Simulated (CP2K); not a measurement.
Input and output of a self-consistent single point for ZnSb₂ (P-4n2, 6 atoms in the cell) (CP2K).

Computed with PBEsol, GPW, DZVP-MOLOPT-SR-GTH basis, GTH-PBE potentials (GTH_POTENTIALS) in CP2K.

```xyz
6
Lattice="6.9768 0.0000 0.0000 0.0000 6.9768 0.0000 0.0000 0.0000 3.2940" Properties=species:S:1:pos:R:3 pbc="T T T"
Zn     3.4884     3.4884     1.6470
Zn     0.0000     0.0000     0.0000
Sb     5.9505     2.4620     0.8235
Sb     2.4620     1.0264     2.4705
Sb     1.0264     4.5148     0.8235
Sb     4.5148     5.9505     2.4705
```

Reference input (self-consistent single point, DFT PBEsol, GPW, DZVP-MOLOPT-SR-GTH basis, GTH-PBE potentials (GTH_POTENTIALS)): CUTOFF = 600 Ry; REL_CUTOFF = 50 Ry; SMEAR/METHOD = GAUSSIAN; SIGMA = 0.05 eV; KPOINTS/SCHEME = MACDONALD 4 4 7 0 0 0.07142857143; XC_FUNCTIONAL = PBE:PBESOL; Zn/BASIS_SET = DZVP-MOLOPT-SR-GTH; Zn/POTENTIAL = GTH-PBE-q12; Sb/BASIS_SET = DZVP-MOLOPT-SR-GTH; Sb/POTENTIAL = GTH-PBE-q5; METHOD = GPW; EPS_DEFAULT = 1e-10. This run's input differs from it in these lines:

```diff
@@ -35,3 +35,3 @@
         METHOD GAUSSIAN
-        SIGMA [eV] 0.05
+        SIGMA [eV] 0.3
       &END SMEAR
```

Log, with long lists cut:

```
 SCF WAVEFUNCTION OPTIMIZATION

  Step     Update method      Time    Convergence         Total energy    Change
     1 NoMix/Diag. 0.30E+00      -     1.30461889      -143.1289901567 -1.43E+02
     2 Broy./Diag. 0.30E+00      -     0.09099586      -143.7753256332 -6.46E-01
     3 Broy./Diag. 0.30E+00      -     0.03700221      -143.1334776907  6.42E-01
     4 Broy./Diag. 0.30E+00      -     0.02287311      -142.8608724746  2.73E-01
     5 Broy./Diag. 0.30E+00      -     0.00424831      -142.8364246860  2.44E-02
     6 Broy./Diag. 0.30E+00      -     0.00127743      -142.8398710985 -3.45E-03
   [... 3 lines left out ...]
    10 Broy./Diag. 0.30E+00      -     0.00000738      -142.8336430911 -4.67E-05
    11 Broy./Diag. 0.30E+00      -     0.00000073      -142.8336095967  3.35E-05
    12 Broy./Diag. 0.30E+00      -     0.00000043      -142.8336134746 -3.88E-06
    13 Broy./Diag. 0.30E+00      -     0.00000002      -142.8336149627 -1.49E-06
  *** SCF run converged in    13 steps ***

  Overlap energy of the core charge distribution:               0.00000000166309
  Self energy of the core charge distribution:               -207.11326486768084
  Core Hamiltonian energy:                                     60.38396037991780
  Hartree energy:                                              27.03598490502539
  Exchange-correlation energy:                                -23.13653788264025
  Smearing free energy correction:                             -0.00375749890169
  Fermi energy:                                                 0.17122483666739

  Total energy:                                              -142.83361496267767
  Total energy (extrapolated to sigma->0):                   -142.83173621322683

   [... lines left out ...]

 STRESS| Analytical stress tensor [bar]
 STRESS|                        x                   y                   z
 STRESS|      x       -3.07344612228E+04  -1.32390925470E-02  -8.01523186806E-03
 STRESS|      y       -1.32390925470E-02  -3.07344262971E+04   1.10675226496E-03
 STRESS|      z       -8.01523186806E-03   1.10675226496E-03  -2.24852254768E+04
 STRESS| 1/3 Trace                                            -2.79847043323E+04
```

The run converged in 13 iterations. Against the reference run the free energy drops by 9.0 meV/atom, the pressure hardly changes (-2.89 to -2.80 GPa) and the largest force goes from 0.096 to 0.069 eV/Å.

The starting cell comes from a database of computed structures (which also holds hypothetical and non-ambient phases and stackings), without a prior relaxation at this level. Its lattice was rescaled by a random factor within 2.5 % of one. Values carry the incompleteness of an atom-centred basis. The potentials were made for another functional than the one used. The run gives no clean gap (levels at the Fermi energy touch, overlap or are partly filled at this smearing), which alone does not show that the compound is a metal.

Cost on one core of a shared machine: roughly 40 s.
